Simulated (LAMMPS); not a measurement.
MD of Ni (fcc) with 25 % of Ni sites Al at zero pressure over temperature, 4000 atoms; each row names its start.

All values are model results, not measurements: classical MD, pair style eam/alloy, file NiAlH_jea.eam.alloy (LAMMPS).

```tsv
T (K), start	state	volume	enthalpy	first peak of g(r), Al-Ni	coordination number of Al by Ni	D(Al)	D(Ni)	viscosity
300, crystal	crystal; no diffusion seen in 30 ps	11.6432 ± 0.0001 Å³/atom	-4.4126 ± 0.0001 eV/atom	2.53 Å, height 7.8	9.0 (counted to 3.06 Å)	-	-	-
1070, crystal	crystal; no diffusion seen in 30 ps	12.2831 ± 0.0006 Å³/atom	-4.1888 ± 0.0002 eV/atom	2.54 Å, height 4.2	9.1 (counted to 3.18 Å)	-	-	-
1450, melt	liquid	13.068 ± 0.003 Å³/atom	-3.9783 ± 0.0006 eV/atom	2.49 Å, height 3.4	10.8 (counted to 3.50 Å)	(2.6 ± 0.1) × 10^-5 cm²/s	(2.93 ± 0.03) × 10^-5 cm²/s	4.1 ± 0.4 mPa s
1760, melt	liquid	13.345 ± 0.001 Å³/atom	-3.8725 ± 0.0004 eV/atom	2.48 Å, height 3.1	10.3 (counted to 3.46 Å)	(4.9 ± 0.2) × 10^-5 cm²/s	(5.1 ± 0.1) × 10^-5 cm²/s	-
2140, melt	liquid	13.654 ± 0.001 Å³/atom	-3.7496 ± 0.0003 eV/atom	2.47 Å, height 2.8	10.0 (counted to 3.46 Å)	(8.4 ± 0.2) × 10^-5 cm²/s	(8.69 ± 0.09) × 10^-5 cm²/s	2.1 ± 0.2 mPa s
```

Caution (rows 300, crystal; 1070, crystal): the random arrangement on this lattice is imposed, and need not be a phase that exists in equilibrium.

Caution (rows 1070, crystal; 1450, melt; 1760, melt; 2140, melt): a run this short can hold a crystal over, or a liquid under, the potential's own melting point, which these runs don't give.

States go by the mean squared displacement: a species diffuses where it passes 1.5 Å², still rises and gives D over 1e-6 cm²/s; a crystal has left its structure where atoms lie 0.35 Å off their sites on average or a cubic box changes its shape by 3 %, or the axial ratios of another lie 8 % off the starting cell's, which the potential's own relaxation can also do.

Errors of D are the spread over four groups of atoms in one short run; a floor of about 5 %, a picked value, is safer.

The ± values are statistical; the model's systematic error is not in them.
